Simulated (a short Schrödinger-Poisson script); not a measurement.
System: MOS inversion layer, HfO2 on p-type Si(100), at 300 K.

From the gate side: 4.9 nm HfO2; 650 nm Si, acceptors 4.4e17 cm⁻³.

Constants are typed, rounded textbook-type inputs, not results; the design itself was drawn at random and stands for no fabricated device. HfO2: permittivity 22, conduction-band edge (eV) 1.55, gap (eV) 5.7, electron mass (mₑ) 0.2. Si: permittivity 11.7, conduction-band edge (eV) 0, gap (eV) 1.124, Nv at 300 K (cm⁻³) 3.1e19.

Channel valleys (confinement mass, in-plane density-of-states mass, number): Δ2 0.916, 0.19, 2; Δ4 0.19, 0.417, 4. At the gate the conduction-band edge of layer 1 lies 1.8 eV − eVg above the Fermi level of the channel; the field vanishes at the back. Gaps are held at their typed values at every temperature. Mesh 0.03 nm at interfaces.

Solved with a short Schrödinger-Poisson script written for these runs: 1D Poisson equation in equilibrium, electrons quantum, Hartree (BenDaniel-Duke, 12 states a valley, the channel's in-plane mass for all, wave functions ending at the dielectric), parabolic valleys, classical holes, full ionisation, no traps, pinning or gate leakage.

| Vg (V) | electrons (cm⁻²) | C (μF/cm²) | Δ2 E0 (meV from the Fermi level) | Δ4 E0 (meV from the Fermi level) |
|---|---|---|---|---|
| 0.2 | 1.21e9 | 0.203 | 222.6 | 279.0 |
| 0.25 | 6.95e9 | 0.228 | 176.9 | 234.5 |
| 0.3 | 3.79e10 | 0.372 | 132.5 | 191.3 |
| 0.35 | 1.67e11 | 0.824 | 93.4 | 153.9 |
| 0.4 | 4.85e11 | 1.41 | 64.6 | 127.3 |
| 0.45 | 9.76e11 | 1.82 | 44.8 | 110.5 |
| 0.5 | 1.58e12 | 2.07 | 30.4 | 99.3 |
| 0.55 | 2.24e12 | 2.23 | 19.1 | 91.3 |
| 0.6 | 2.95e12 | 2.35 | 9.7 | 85.2 |
| 0.65 | 3.70e12 | 2.43 | 1.5 | 80.3 |
| 0.7 | 4.46e12 | 2.50 | -5.8 | 76.2 |
| 0.75 | 5.25e12 | 2.55 | -12.5 | 72.7 |
| 0.8 | 6.05e12 | 2.60 | -18.7 | 69.6 |
| 0.85 | 6.86e12 | 2.63 | -24.6 | 66.7 |
| 0.9 | 7.69e12 | 2.66 | -30.2 | 64.2 |
| 0.95 | 8.53e12 | 2.69 | -35.6 | 61.8 |
| 1 | 9.37e12 | 2.72 | -40.9 | 59.5 |
| 1.05 | 1.02e13 | 2.74 | -45.9 | 57.4 |

Gate voltages with under 1e9 electrons/cm² are left out.

Task: At Vg = 1.05 V the lowest Δ2 subband lies at -45.9 meV from the Fermi level. How many electrons does it hold, and what share of all?

Result: The two-dimensional density of states is g m/(πħ²) = 1.59e11 cm⁻² meV⁻¹ (both spins), kT = 25.9 meV, so n = D kT ln(1 + exp(−E/kT)) = 7.93e12 cm⁻², 0.78 of the 1.02e13 cm⁻² in all.

Task: Compare the slope of the sheet density between 0.95 and 1.05 V with the geometric capacitance of the layers between gate and channel.

Result: q Δn/ΔV = 2.68 μF/cm²; ε0/Σ(t/ε) = 3.98 μF/cm². The ratio is 0.67: the channel acts as a further capacitance in series.
